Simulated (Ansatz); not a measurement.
Base system: ZnSiP2 in the chalcopyrite structure (space group I-42d, No. 122).

Space group I-42d (No. 122); a = 5.3064 Å, b = 5.3064 Å, c = 10.3798 Å, α = 90.00°, β = 90.00°, γ = 90.00°

```tsv
atom	site	symmetry	x	y	z
Zn	4a	-4..	0.0000	0.0000	0.0000
Si	4b	-4..	0.0000	0.0000	0.5000
P	8d	.2.	0.2629	0.2500	0.1250
```
(The calculation used a cell of 8 atoms; values per cell refer to that cell.)

Calculations: Ansatz (a program for electronic structure), LDA, PAW, cutoff 420 eV, no SOC.

Base values:

| Item | Value |
|---|---|
| Hole mass | 0.17 mₑ along c, 0.36 mₑ across (at Γ) |
| Lattice parameter a | 5.306 Å |
| Valence-band top at Γ | 0.00, -0.11, -0.11 eV |
| Band gap | 1.11 eV |

Modification: a hydrostatic pressure of 9 GPa.

Question: Estimate the effect on the hole mass.

Answer: The hole mass changes from 0.17 mₑ along c, 0.36 mₑ across (at Γ) to 0.20 mₑ along c, 0.33 mₑ across (at Γ).

Question: What happens to the lattice parameter a?

Answer: The lattice parameter a drops by 0.136 Å (5.306 Å → 5.170 Å).

Question: What does the calculation give for the valence-band top at Γ after the change?

Answer: The valence-band top at Γ (three highest levels, from the VBM) becomes 0.00, -0.12, -0.12 eV (base: 0.00, -0.11, -0.11 eV).

Question: Estimate the effect on the band gap.

Answer: The band gap drops by 0.187 eV (1.11 eV → 0.93 eV).

Load acts through the strain it causes; cell and atoms are relaxed under it. Effective masses come from finite differences of ±0.01 Å⁻¹. Whether these cells are dynamically stable was not tested. Competing high-pressure phases were not computed.
